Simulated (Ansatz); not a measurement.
The starting structures come from a database of crystals and need not be the phases stable at ambient conditions.

Consider the following.

```
CELL_PARAMETERS angstrom
      4.72428     0.00000     0.00000
      0.00000     5.39245     0.00000
      2.36214    -1.42149     5.85553
ATOMIC_POSITIONS crystal
  V  0.38314 0.75266 0.71424
  V  0.61686 0.24734 0.28576
  V  0.09738 0.74734 0.28576
  V  0.90262 0.25266 0.71424
  O  0.67013 0.51755 0.78008
  O  0.32987 0.48245 0.21992
  O  0.45021 0.98245 0.21992
  O  0.54979 0.01755 0.78008
  O  0.86674 0.13158 0.40688
  O  0.13326 0.86842 0.59312
  O  0.27362 0.36842 0.59312
  O  0.72638 0.63158 0.40688
  O  0.11477 0.75000 0.00000
  O  0.88523 0.25000 0.00000
```

Space group of this cell: C2/c. The cell is taken as given; by r2SCAN its mean pressure is -12.5 GPa.

The current runs along the normal of the first two printed vectors. All runs by Ansatz (a program for electronic structure), plane waves and PAW, without spin-orbit coupling; the base is r2SCAN.

```csv
run,mean pressure (GPa),gap (eV),mid-gap κ (1/Å)
base,-12.5,1.42,0.243
all lengths scaled by 0.98,1.5,1.55,0.250
all lengths scaled by 1.02,-22.8,___,___
lda in place of r2scan,-18.6,1.14,0.220
"lengths across the current scaled by 0.98, ions clamped",-3.5,___,___
"lengths across the current scaled by 1.02, ions clamped",-19.6,1.33,0.238
"lengths along the current scaled by 0.97, ions clamped",-5.8,___,___
"lengths along the current scaled by 1.03, ions clamped",-17.7,1.35,0.241
pbesol in place of r2scan,-12.7,1.17,0.223
```

Question: Fill in the missing entries.

Answer: 
- all lengths scaled by 1.02, gap (eV): 1.29
- all lengths scaled by 1.02, mid-gap κ (1/Å): 0.236
- lengths across the current scaled by 0.98, ions clamped, gap (eV): 1.51
- lengths across the current scaled by 0.98, ions clamped, mid-gap κ (1/Å): 0.249
- lengths along the current scaled by 0.97, ions clamped, gap (eV): 1.48
- lengths along the current scaled by 0.97, ions clamped, mid-gap κ (1/Å): 0.245
